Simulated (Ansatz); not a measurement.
Band structure of AlN (F-43m, 2 atoms in the cell).

```
CELL_PARAMETERS angstrom
      0.00000     2.18399     2.18399
      2.18399     0.00000     2.18399
      2.18399     2.18399     0.00000
ATOMIC_POSITIONS crystal
  Al 0.00000 0.00000 0.00000
  N  0.75000 0.75000 0.75000
```

Level of theory: LDA (PW92), PAW files made with PBE (plane waves; Ansatz, a quantum-chemistry and plane-wave program).

Settings: basis.ecutwfc = 420 eV; kpoints.mp_grid.grid = 7 7 7; hamiltonian.xc = lda; hamiltonian.pseudopotentials = {kind: paw} (the program's default PAW files); scf.occupations.method = fixed; kpoints.band_path.npoints = 8.

The starting cell comes from a database of computed structures (which also holds hypothetical and non-ambient phases and stackings), without a prior relaxation at this level.

Problem. Predict the gap along the standard path and the places of the band edges.

Solution. The gap along the path is 3.24 eV, from Γ to X; the smallest direct gap on it is 4.23 eV.

Levels in eV from the top of the valence band on the path, bands 1 to 7:
```csv
point,1,2,3,4,5,6,7
Γ,-14.81,0.00,0.00,0.00,4.23,12.35,12.35
X,-12.04,-4.94,-1.78,-1.78,3.24,8.42,13.75
W,-11.98,-3.81,-3.47,-2.72,5.96,11.24,11.83
K,-12.06,-4.29,-3.66,-1.38,5.07,9.93,12.88
L,-12.70,-5.89,-0.48,-0.48,7.27,9.77,10.97
U,-12.06,-4.29,-3.66,-1.38,5.07,9.93,12.88
```

Keys are those of Ansatz 0.2.
